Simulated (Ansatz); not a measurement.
Electronic density of states of amorphous Ti10Al12O38, density 3.29 g/cm³, on a 2×2×2 Γ-centred mesh with a Gaussian width of 0.1 eV; energies count from the Fermi level, whose place inside the gap is arbitrary. Cell and mesh are small, so fine structure isn't converged. Method: PBE, scalar-relativistic without spin-orbit coupling (plane waves to 420 eV, PAW; Ansatz, a program for electronic structure). Sampling: a 2×2×2 Γ-centred mesh; Fermi-Dirac width 0.02 eV; no spin polarisation. At PBE the levels at both edges of the gap are localised (band-tail or defect states), and the nearest spread-out levels lie 3.2 eV apart at the zone centre.

The cell was made by melting and quenching with the CHGNet potential and then relaxed with DFT. O atoms were pushed apart under 1.9 Å during the dynamics, to hinder bonds among them. The hot cell started wider than the set density and was brought back towards it in steps. It is the lowest in DFT energy of 2 quenches. It is a model cell: composition and starting density were chosen by hand, and all elements were melted together. No dispersion term was used. Its density started from a set value of 3.31 and ended at 3.29 g/cm³. The quench (nominally 140 K/ps over its main leg) was far faster than any real one, so the model tends to hold more defects than a real film. One small periodic cell is one sample of the glass; other quenches scatter about these values. The volume was free in the relaxation, at fixed shape. Stress components on the final sampling reach 1.6 GPa.

```json
[
 {"E - EF (eV)": "-12.00", "states/(eV atom)": "0.00"},
 {"E - EF (eV)": "-11.90", "states/(eV atom)": "0.00"},
 {"E - EF (eV)": "-11.80", "states/(eV atom)": "0.00"},
 {"E - EF (eV)": "-11.70", "states/(eV atom)": "0.00"},
 {"E - EF (eV)": "-11.60", "states/(eV atom)": "0.00"},
 {"E - EF (eV)": "-11.50", "states/(eV atom)": "0.00"},
 {"E - EF (eV)": "-11.40", "states/(eV atom)": "0.00"},
 {"E - EF (eV)": "-11.30", "states/(eV atom)": "0.00"},
 {"E - EF (eV)": "-11.20", "states/(eV atom)": "0.00"},
 {"E - EF (eV)": "-11.10", "states/(eV atom)": "0.00"},
 {"E - EF (eV)": "-11.00", "states/(eV atom)": "0.00"},
 {"E - EF (eV)": "-10.90", "states/(eV atom)": "0.00"},
 {"E - EF (eV)": "-10.80", "states/(eV atom)": "0.00"},
 {"E - EF (eV)": "-10.70", "states/(eV atom)": "0.00"},
 {"E - EF (eV)": "-10.60", "states/(eV atom)": "0.00"},
 {"E - EF (eV)": "-10.50", "states/(eV atom)": "0.00"},
 {"E - EF (eV)": "-10.40", "states/(eV atom)": "0.00"},
 {"E - EF (eV)": "-10.30", "states/(eV atom)": "0.00"},
 {"E - EF (eV)": "-10.20", "states/(eV atom)": "0.00"},
 {"E - EF (eV)": "-10.10", "states/(eV atom)": "0.00"},
 {"E - EF (eV)": "-10.00", "states/(eV atom)": "0.00"},
 {"E - EF (eV)": "-9.90", "states/(eV atom)": "0.00"},
 {"E - EF (eV)": "-9.80", "states/(eV atom)": "0.00"},
 {"E - EF (eV)": "-9.70", "states/(eV atom)": "0.00"},
 {"E - EF (eV)": "-9.60", "states/(eV atom)": "0.00"},
 {"E - EF (eV)": "-9.50", "states/(eV atom)": "0.00"},
 {"E - EF (eV)": "-9.40", "states/(eV atom)": "0.00"},
 {"E - EF (eV)": "-9.30", "states/(eV atom)": "0.00"},
 {"E - EF (eV)": "-9.20", "states/(eV atom)": "0.00"},
 {"E - EF (eV)": "-9.10", "states/(eV atom)": "0.00"},
 {"E - EF (eV)": "-9.00", "states/(eV atom)": "0.00"},
 {"E - EF (eV)": "-8.90", "states/(eV atom)": "0.00"},
 {"E - EF (eV)": "-8.80", "states/(eV atom)": "0.00"},
 {"E - EF (eV)": "-8.70", "states/(eV atom)": "0.00"},
 {"E - EF (eV)": "-8.60", "states/(eV atom)": "0.00"},
 {"E - EF (eV)": "-8.50", "states/(eV atom)": "0.00"},
 {"E - EF (eV)": "-8.40", "states/(eV atom)": "0.00"},
 {"E - EF (eV)": "-8.30", "states/(eV atom)": "0.00"},
 {"E - EF (eV)": "-8.20", "states/(eV atom)": "0.00"},
 {"E - EF (eV)": "-8.10", "states/(eV atom)": "0.00"},
 {"E - EF (eV)": "-8.00", "states/(eV atom)": "0.00"},
 {"E - EF (eV)": "-7.90", "states/(eV atom)": "0.00"},
 {"E - EF (eV)": "-7.80", "states/(eV atom)": "0.00"},
 {"E - EF (eV)": "-7.70", "states/(eV atom)": "0.00"},
 {"E - EF (eV)": "-7.60", "states/(eV atom)": "0.00"},
 {"E - EF (eV)": "-7.50", "states/(eV atom)": "0.01"},
 {"E - EF (eV)": "-7.40", "states/(eV atom)": "0.10"},
 {"E - EF (eV)": "-7.30", "states/(eV atom)": "0.27"},
 {"E - EF (eV)": "-7.20", "states/(eV atom)": "0.36"},
 {"E - EF (eV)": "-7.10", "states/(eV atom)": "0.27"},
 {"E - EF (eV)": "-7.00", "states/(eV atom)": "0.23"},
 {"E - EF (eV)": "-6.90", "states/(eV atom)": "0.27"},
 {"E - EF (eV)": "-6.80", "states/(eV atom)": "0.27"},
 {"E - EF (eV)": "-6.70", "states/(eV atom)": "0.26"},
 {"E - EF (eV)": "-6.60", "states/(eV atom)": "0.32"},
 {"E - EF (eV)": "-6.50", "states/(eV atom)": "0.36"},
 {"E - EF (eV)": "-6.40", "states/(eV atom)": "0.30"},
 {"E - EF (eV)": "-6.30", "states/(eV atom)": "0.29"},
 {"E - EF (eV)": "-6.20", "states/(eV atom)": "0.29"},
 {"E - EF (eV)": "-6.10", "states/(eV atom)": "0.36"},
 {"E - EF (eV)": "-6.00", "states/(eV atom)": "0.45"},
 {"E - EF (eV)": "-5.90", "states/(eV atom)": "0.50"},
 {"E - EF (eV)": "-5.80", "states/(eV atom)": "0.51"},
 {"E - EF (eV)": "-5.70", "states/(eV atom)": "0.56"},
 {"E - EF (eV)": "-5.60", "states/(eV atom)": "0.57"},
 {"E - EF (eV)": "-5.50", "states/(eV atom)": "0.54"},
 {"E - EF (eV)": "-5.40", "states/(eV atom)": "0.62"},
 {"E - EF (eV)": "-5.30", "states/(eV atom)": "0.60"},
 {"E - EF (eV)": "-5.20", "states/(eV atom)": "0.53"},
 {"E - EF (eV)": "-5.10", "states/(eV atom)": "0.61"},
 {"E - EF (eV)": "-5.00", "states/(eV atom)": "0.65"},
 {"E - EF (eV)": "-4.90", "states/(eV atom)": "0.70"},
 {"E - EF (eV)": "-4.80", "states/(eV atom)": "0.75"},
 {"E - EF (eV)": "-4.70", "states/(eV atom)": "0.80"},
 {"E - EF (eV)": "-4.60", "states/(eV atom)": "0.78"},
 {"E - EF (eV)": "-4.50", "states/(eV atom)": "0.79"},
 {"E - EF (eV)": "-4.40", "states/(eV atom)": "0.87"},
 {"E - EF (eV)": "-4.30", "states/(eV atom)": "0.89"},
 {"E - EF (eV)": "-4.20", "states/(eV atom)": "0.77"},
 {"E - EF (eV)": "-4.10", "states/(eV atom)": "0.78"},
 {"E - EF (eV)": "-4.00", "states/(eV atom)": "0.79"},
 {"E - EF (eV)": "-3.90", "states/(eV atom)": "0.83"},
 {"E - EF (eV)": "-3.80", "states/(eV atom)": "0.80"},
 {"E - EF (eV)": "-3.70", "states/(eV atom)": "0.77"},
 {"E - EF (eV)": "-3.60", "states/(eV atom)": "0.81"},
 {"E - EF (eV)": "-3.50", "states/(eV atom)": "0.82"},
 {"E - EF (eV)": "-3.40", "states/(eV atom)": "0.79"},
 {"E - EF (eV)": "-3.30", "states/(eV atom)": "0.77"},
 {"E - EF (eV)": "-3.20", "states/(eV atom)": "0.74"},
 {"E - EF (eV)": "-3.10", "states/(eV atom)": "0.77"},
 {"E - EF (eV)": "-3.00", "states/(eV atom)": "0.80"},
 {"E - EF (eV)": "-2.90", "states/(eV atom)": "0.83"},
 {"E - EF (eV)": "-2.80", "states/(eV atom)": "0.81"},
 {"E - EF (eV)": "-2.70", "states/(eV atom)": "0.79"},
 {"E - EF (eV)": "-2.60", "states/(eV atom)": "0.83"},
 {"E - EF (eV)": "-2.50", "states/(eV atom)": "0.82"},
 {"E - EF (eV)": "-2.40", "states/(eV atom)": "0.81"},
 {"E - EF (eV)": "-2.30", "states/(eV atom)": "0.80"},
 {"E - EF (eV)": "-2.20", "states/(eV atom)": "0.82"},
 {"E - EF (eV)": "-2.10", "states/(eV atom)": "0.83"},
 {"E - EF (eV)": "-2.00", "states/(eV atom)": "0.80"},
 {"E - EF (eV)": "-1.90", "states/(eV atom)": "0.74"},
 {"E - EF (eV)": "-1.80", "states/(eV atom)": "0.66"},
 {"E - EF (eV)": "-1.70", "states/(eV atom)": "0.61"},
 {"E - EF (eV)": "-1.60", "states/(eV atom)": "0.50"},
 {"E - EF (eV)": "-1.50", "states/(eV atom)": "0.50"},
 {"E - EF (eV)": "-1.40", "states/(eV atom)": "0.46"},
 {"E - EF (eV)": "-1.30", "states/(eV atom)": "0.32"},
 {"E - EF (eV)": "-1.20", "states/(eV atom)": "0.16"},
 {"E - EF (eV)": "-1.10", "states/(eV atom)": "0.03"},
 {"E - EF (eV)": "-1.00", "states/(eV atom)": "0.00"},
 {"E - EF (eV)": "-0.90", "states/(eV atom)": "0.00"},
 {"E - EF (eV)": "-0.80", "states/(eV atom)": "0.00"},
 {"E - EF (eV)": "-0.70", "states/(eV atom)": "0.00"},
 {"E - EF (eV)": "-0.60", "states/(eV atom)": "0.00"},
 {"E - EF (eV)": "-0.50", "states/(eV atom)": "0.00"},
 {"E - EF (eV)": "-0.40", "states/(eV atom)": "0.00"},
 {"E - EF (eV)": "-0.30", "states/(eV atom)": "0.00"},
 {"E - EF (eV)": "-0.20", "states/(eV atom)": "0.00"},
 {"E - EF (eV)": "-0.10", "states/(eV atom)": "0.00"},
 {"E - EF (eV)": "0.00", "states/(eV atom)": "0.00"},
 {"E - EF (eV)": "0.10", "states/(eV atom)": "0.00"},
 {"E - EF (eV)": "0.20", "states/(eV atom)": "0.00"},
 {"E - EF (eV)": "0.30", "states/(eV atom)": "0.00"},
 {"E - EF (eV)": "0.40", "states/(eV atom)": "0.00"},
 {"E - EF (eV)": "0.50", "states/(eV atom)": "0.00"},
 {"E - EF (eV)": "0.60", "states/(eV atom)": "0.00"},
 {"E - EF (eV)": "0.70", "states/(eV atom)": "0.00"},
 {"E - EF (eV)": "0.80", "states/(eV atom)": "0.00"},
 {"E - EF (eV)": "0.90", "states/(eV atom)": "0.00"},
 {"E - EF (eV)": "1.00", "states/(eV atom)": "0.00"},
 {"E - EF (eV)": "1.10", "states/(eV atom)": "0.03"},
 {"E - EF (eV)": "1.20", "states/(eV atom)": "0.15"},
 {"E - EF (eV)": "1.30", "states/(eV atom)": "0.13"},
 {"E - EF (eV)": "1.40", "states/(eV atom)": "0.03"},
 {"E - EF (eV)": "1.50", "states/(eV atom)": "0.09"},
 {"E - EF (eV)": "1.60", "states/(eV atom)": "0.27"},
 {"E - EF (eV)": "1.70", "states/(eV atom)": "0.28"},
 {"E - EF (eV)": "1.80", "states/(eV atom)": "0.37"},
 {"E - EF (eV)": "1.90", "states/(eV atom)": "0.65"},
 {"E - EF (eV)": "2.00", "states/(eV atom)": "0.55"},
 {"E - EF (eV)": "2.10", "states/(eV atom)": "0.38"},
 {"E - EF (eV)": "2.20", "states/(eV atom)": "0.46"},
 {"E - EF (eV)": "2.30", "states/(eV atom)": "0.65"},
 {"E - EF (eV)": "2.40", "states/(eV atom)": "0.69"},
 {"E - EF (eV)": "2.50", "states/(eV atom)": "0.62"},
 {"E - EF (eV)": "2.60", "states/(eV atom)": "0.52"},
 {"E - EF (eV)": "2.70", "states/(eV atom)": "0.58"},
 {"E - EF (eV)": "2.80", "states/(eV atom)": "0.53"},
 {"E - EF (eV)": "2.90", "states/(eV atom)": "0.53"},
 {"E - EF (eV)": "3.00", "states/(eV atom)": "0.52"},
 {"E - EF (eV)": "3.10", "states/(eV atom)": "0.48"},
 {"E - EF (eV)": "3.20", "states/(eV atom)": "0.42"},
 {"E - EF (eV)": "3.30", "states/(eV atom)": "0.53"}
]
```

The gap between localised states on this mesh is 2.44 eV; the broadening fills part of it in the curve.
